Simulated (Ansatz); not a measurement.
Data:

```
La2O3
1.0
    3.85415     0.00000     0.00000
   -1.92707     3.33779     0.00000
    0.00000     0.00000     5.50519
La O
2 3
Direct
  0.33333   0.66667   0.23335
  0.66667   0.33333   0.76665
  0.00000   0.00000   0.00000
  0.33333   0.66667   0.65654
  0.66667   0.33333   0.34346
```

No spin polarisation.

Method: Kohn–Sham DFT with the r2SCAN functional, run in Ansatz (a quantum-chemistry and plane-wave program) with PAW and 500 eV plane waves, spin-orbit coupling left out, earlier PAW set. Settings: 10×10×6 k-points, 0.05 eV Fermi–Dirac smearing.

### Question
What smallest direct gap does the calculation give?

### Answer
4.29 eV.

### Question
Predict the band gap.

### Answer
4.11 eV.

Load acts through the strain it causes; cell and atoms are relaxed under it. No phonon test of stability was made. No other phases were tried under pressure. The cell was made from La2O3 (space group P-3m1, No. 164) by this change: pressure 22.5 GPa.
